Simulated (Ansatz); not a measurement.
## How far PBE and r2SCAN part for HfO2, Hf → Zr

Take HfO2 (space group P4_2/nmc, No. 137; a = 3.6044 Å, c = 5.2643 Å) as the base.

(Cell as relaxed with PBE.)

Levels (all Ansatz, a quantum-chemistry and plane-wave program, PAW): PBE (420 eV, without spin-orbit coupling); r2SCAN (500 eV, no spin-orbit coupling).

Each level relaxes its own structure.

| base | PBE | r2SCAN |
|---|---|---|
| volume per atom | 11.40 Å³ | 11.09 Å³ |
| lattice parameter a | 3.604 Å | 3.577 Å |
| band gap | 4.67 eV | 5.27 eV |

Perturbation: full substitution Hf → Zr, then cell and atoms are relaxed.

| quantity | PBE | r2SCAN |
|---|---|---|
| volume per atom | 11.54 Å³ | 11.30 Å³ |
| shift of the gap caused by the change | -0.63 eV | -0.67 eV |

PBE's volume per atom lies 0.24 Å³ above r2SCAN's (2.2 %); PBE's shift of the gap caused by the change lies 0.032 eV above r2SCAN's. Neither level is exact; r2SCAN is the comparison here, not a measurement.

With Hf present, leaving out spin-orbit coupling can change the band edges. Stability against distortions was not tested. This is not the structure that ZrO2 has at room temperature and ambient pressure. This is not the structure that HfO2 has at room temperature and ambient pressure.
